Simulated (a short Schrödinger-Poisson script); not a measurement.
Solved with a short Schrödinger-Poisson script written for these runs: one-band effective-mass equation with BenDaniel-Duke matching, electrons, heavy and light holes apart, hard walls at the outer ends, one valence edge for both holes (no strain splitting), no charge, excitons, band mixing or non-parabolicity; under a field the levels are quasi-bound states of a box, listed while three quarters of their weight lies within 4 nm of the wells.

Structure: coupled double CdTe/Cd0.9Zn0.1Te quantum well.

| layer | material | thickness (nm) |
|---|---|---|
| 1 | Cd0.9Zn0.1Te | 20 |
| 2 | CdTe | 2 |
| 3 | Cd0.9Zn0.1Te | 1 |
| 4 | CdTe | 2 |
| 5 | Cd0.9Zn0.1Te | 20 |

Constants are typed, rounded textbook-type inputs, not results; the design itself was drawn at random and stands for no fabricated device. CdTe: direct gap (eV) 1.5, conduction-band edge (eV) 0, electron mass (mₑ) 0.096, heavy-hole mass 0.6, light-hole mass 0.12. Cd0.9Zn0.1Te: direct gap (eV) 1.56, conduction-band edge (eV) 0.048, electron mass (mₑ) 0.1, heavy-hole mass 0.6, light-hole mass 0.13.

The valence-band edge of each layer lies one gap below its conduction-band edge. The electron's potential energy rises along the stack by the applied field. Mesh 0.03 nm at interfaces.

Gate and field steps stay those of the base.

One input was changed, with this effect: e1 above the well's band edge 35.0 → 37.8 meV; e1-hh1 transition at zero applied field little changed (1.543 eV).

Q: Which change was it?
A. thickness of the middle barrier 1 → 1.2 nm
B. conduction-band offset 0.048 → 0.053 eV
C. width of the first well 2 → 1.3 nm
D. electron mass in both wells 0.096 → 0.12 mₑ

A: B, conduction-band offset 0.048 → 0.053 eV

Excitons are left out, and strain enters only through the typed gaps and offsets, so measured lines lie elsewhere.
